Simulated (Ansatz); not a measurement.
**A computed series for HfO2: response to strain**

The parent structure is HfO₂ (space group P4_2/nmc, No. 137).

```
HfO2
1.0
    3.57678     0.00000     0.00000
    0.00000     3.57678     0.00000
    0.00000     0.00000     5.20264
Hf O
2 4
Cartesian
  0.00000   0.00000   0.00000
  1.78839   1.78839   2.60132
  0.00000   1.78839   1.02055
  0.00000   1.78839   3.62187
  1.78839   0.00000   1.58077
  1.78839   0.00000   4.18209
```

Cartesian axes are those of the cell as printed.

Strains are applied to the cell and any free atomic positions relax; under biaxial strain the out-of-plane vector relaxes too.

Computed with r2SCAN in Ansatz (plane waves to 500 eV, PAW, without spin-orbit coupling).

Notes on the quantities. pressure: mean of the normal stresses, compression positive.

| case | band gap | width of the top valence band | shortest interatomic distance | pressure |
|---|---|---|---|---|
| base | 5.27 eV | 0.98 eV | 2.059 Å | 0.00 GPa |
| biaxial strain −4.44 %, plane normal [001], relaxed out of plane | 5.21 eV | 1.23 eV | 2.010 Å | 20.31 GPa |
| biaxial strain −2.39 %, plane normal [001], relaxed out of plane | 5.26 eV | … | 2.034 Å | … |
| isotropic strain −0.33 % | 5.27 eV | 1.00 eV | 2.057 Å | 2.13 GPa |
| isotropic strain −0.29 % | 5.27 eV | 0.99 eV | 2.057 Å | … |
| tensor shear ε_xy = −0.89 % | 5.23 eV | – | 2.059 Å | 0.02 GPa |

**Question.** What belongs in the blanks?

**Answer.** 
- biaxial strain −2.39 %, plane normal [001], relaxed out of plane, width of the top valence band: 1.11 eV
- biaxial strain −2.39 %, plane normal [001], relaxed out of plane, pressure: 10.41 GPa
- isotropic strain −0.29 %, pressure: 1.86 GPa

With Hf present, leaving out spin-orbit coupling can change the band edges. No phonon test of stability was made. This is not the structure that HfO2 has at room temperature and ambient pressure.

Ansatz is an electronic-structure program.
